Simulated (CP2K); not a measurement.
CP2K 2026.2, DFT, PBE, Gaussian and plane waves, DZVP-MOLOPT bases, GTH-PBE potentials: fcc Cu, atoms displaced (Cu32), 32 atoms. Basis and mesh were picked for this test and aren't claimed converged.

```
Quantity                                                                             Value
--------------------------------  --------------------------------------------------------
cell                                                       7.23, 7.23, 7.23 Å; 90, 90, 90°
distance to the nearest atom                                                2.44 to 2.54 Å
SCF method                        diagonalisation with mixing (no OT or OUTER_SCF section)
task                                                                                   scf
basis                                                            Cu=DZVP-MOLOPT-SR-GTH-q11
GLOBAL/RUN_TYPE                                                               ENERGY_FORCE
GLOBAL/PRINT_LEVEL                                                                     LOW
QS/METHOD                                                                              GPW
QS/EPS_DEFAULT                                                                       1e-12
MGRID/CUTOFF                                                                        500 Ry
MGRID/REL_CUTOFF                                                                     50 Ry
SCF/SCF_GUESS                                                                       ATOMIC
SCF/EPS_SCF                                                                          1e-06
SCF/MAX_SCF                                                                            150
SCF/DIAGONALIZATION/ALGORITHM                                                     STANDARD
SCF/MIXING/METHOD                                                           BROYDEN_MIXING
SCF/MIXING/ALPHA                                                                      0.15
SCF/MIXING/NBUFFER                                                                       8
SCF/ADDED_MOS                                                                           42
SCF/SMEAR/METHOD                                                               FERMI_DIRAC
SCF/SMEAR/ELECTRONIC_TEMPERATURE                                                  [K] 1000
GLOBAL/PREFERRED_DIAG_LIBRARY                                               ELPA (default)
SCF/MIXING/BETA                                                              0.5 (default)
MGRID/NGRIDS                                                                   4 (default)
basis functions                                                                        800
```

Hardware: Intel Xeon 6 (Granite Rapids), 96 cores on 1 socket, 2 hardware threads a core, 3 L3 cache groups, 3 NUMA nodes.

Times are wall-clock medians of two to five runs, from launch to exit, with nothing else on the machine. Unless noted, each process is bound to its own block of adjacent cores. The build: conda-forge: MPICH, OpenMP, OpenBLAS, FFTW, ScaLAPACK, ELPA, COSMA, DBCSR on BLAS; another build can shift the numbers. Scratch files lie in a memory file system.

```json
[
 {"cores": "8", "layout": "8 ranks", "wall time": "46 s", "speed-up over 8": "1.0×", "efficiency": "100 %", "core-seconds": "360"},
 {"cores": "16", "layout": "16 ranks", "wall time": "25 s", "speed-up over 8": "1.8×", "efficiency": "90 %", "core-seconds": "410"},
 {"cores": "24", "layout": "24 ranks", "wall time": "22 s", "speed-up over 8": "2.1×", "efficiency": "70 %", "core-seconds": "520"},
 {"cores": "32", "layout": "32 ranks", "wall time": "15 s", "speed-up over 8": "3.0×", "efficiency": "74 %", "core-seconds": "490"},
 {"cores": "48", "layout": "48 ranks", "wall time": "13 s", "speed-up over 8": "3.5×", "efficiency": "59 %", "core-seconds": "620"},
 {"cores": "64", "layout": "64 ranks", "wall time": "10 s", "speed-up over 8": "4.4×", "efficiency": "55 %", "core-seconds": "670"},
 {"cores": "96", "layout": "96 ranks", "wall time": "11 s", "speed-up over 8": "4.1×", "efficiency": "34 %", "core-seconds": "1100"}
]
```

Efficiency, counted from 8 cores, stays above one half up to 64 cores and is 34 % at 96. The shortest time, 10 s, comes at 64 cores (96: level within 8 % or the scatter of repeats). The share that grows most is that of message passing and waiting (mp_*): from 4.4 % of the time on 8 cores to 40 % on 96. The largest part on 96 cores, message passing and waiting (mp_*), takes 2.0 s on 8 and 4.5 s there.
